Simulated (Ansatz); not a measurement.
Input:

```xyz
2
Lattice="2.7775 0.0000 0.0000 0.0000 2.7775 0.0000 0.0000 0.0000 3.9142" Properties=species:S:1:pos:R:3 pbc="T T T"
Ti     1.3887     1.3887     1.9571
Ga     0.0000     0.0000     0.0000
```

Level of theory: PBEsol, DFPT electron-phonon coupling, linearised Boltzmann equation (plane waves, PAW, scalar-relativistic; Ansatz, a first-principles code). Cell: relaxed with this functional, without spin-orbit coupling.

### Question
What phonon-limited resistivity does this give at 300 K?

### Answer
12.7 (x), 12.7 (y), 28 (z) μΩ·cm.

### Question
And the electrons' mean free path at that temperature?

### Answer
7.0 (x), 7.0 (y), 5.9 (z) nm, weighted by the current that each state carries. Wires not much wider than this gain resistivity from their walls.

A metal at this level (no band gap). Only scattering by harmonic phonons is included (no impurities, grain boundaries, electron-electron scattering or thermal expansion). Spin-orbit coupling is left out. Halving the electron mesh (32x32x24) moves the resistivity by up to 7 % at 300 K, the mean free path by up to 3 %. Smearing 0.20 eV; phonons on a 5x5x4 q mesh, which this run doesn't test.

Computed structure with no diffraction record at hand here (it may be known, metastable or hypothetical): TiGa (P4/mmm).
